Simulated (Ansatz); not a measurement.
C (model structure, started from the Ge type, P4₃2₁2, No. 96, 12 atoms in the cell) was calculated with r²SCAN in Ansatz (plane waves, PAW).

Settings: plane-wave cutoff 560 eV, 10×10×8 k mesh (along the axes of the cell as run), Fermi–Dirac smearing 0.01 eV, scalar-relativistic PAW data made under PBE.

Cell (relaxed with PBEsol):

Space group P4₃2₁2 (No. 96); a = 3.783 Å, b = 3.783 Å, c = 4.649 Å, α = 90.00°, β = 90.00°, γ = 90.00°

| atom | site | symmetry | x | y | z |
|---|---|---|---|---|---|
| C | 4a | ..2 | 0.0758 | 0.0758 | 0.0000 |
| C | 8b | 1 | 0.1666 | 0.3793 | 0.2174 |

Task: Give the computed band gap and smallest direct gap on the k points sampled.

Result: 
band gap: 5.38 eV (indirect)
smallest direct gap on the k points sampled: 5.97 eV

Note: the relaxation could raise the start's symmetry but not lower it, so the cell can be a saddle point; cell and atoms aren't relaxed at this level (largest force component 0.08 eV/Å, pressure 4.6 GPa).

Computing time: around 50 core-seconds (rough).

A model structure was made by putting elements into a prototype or built by hand; it is no filed structure, need not be a known phase, and can be a saddle point held by its symmetry.

Ansatz is a program for electronic structure.
